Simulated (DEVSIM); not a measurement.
System: TaN/HfO2/SiO2/p-Si capacitor, at 400 K.

Layer 1 from the left is HfO2, thickness (nm) 3.00. Layer 2 from the left is SiO2, thickness (nm) 1.30. Layer 3 from the left is Si, thickness (nm) 750, Na (cm⁻³) 5.8e17.

Metal gate on the left, work function 4.4 eV. Fixed charge at the semiconductor interface 0 cm⁻² (in units of +e); no interface traps.

This is a model device: material constants are rounded textbook-type values typed into the input, and sizes, dopings and lifetimes were drawn at random. Values at 300 K; Nc and Nv go as T^1.5, mobilities as T to minus their exponent, the gap by Varshni's rule with the affinity fixed.

HfO2: gap (eV) 5.7, affinity (eV) 2.5, permittivity 22. SiO2: gap (eV) 9, affinity (eV) 0.9, permittivity 3.9. Si: gap (eV) 1.124, affinity (eV) 4.05, permittivity 11.7, Nc (cm⁻³) 2.86e19, Nv (cm⁻³) 3.1e19, Varshni α (eV/K) 0.000473, Varshni β (K) 636.

Model (solved in DEVSIM): 1D Poisson equation in equilibrium, Boltzmann statistics, complete ionisation; no quantum confinement or tunnelling. Metal contacts follow the ideal Schottky-Mott rule: no Fermi-level pinning, no interface dipoles.

Question: What does the simulation give for the flat-band voltage, the threshold voltage (band bending 2φF)?

Answer: flat-band voltage -0.59 V; threshold voltage (band bending 2φF) 0.41 V.
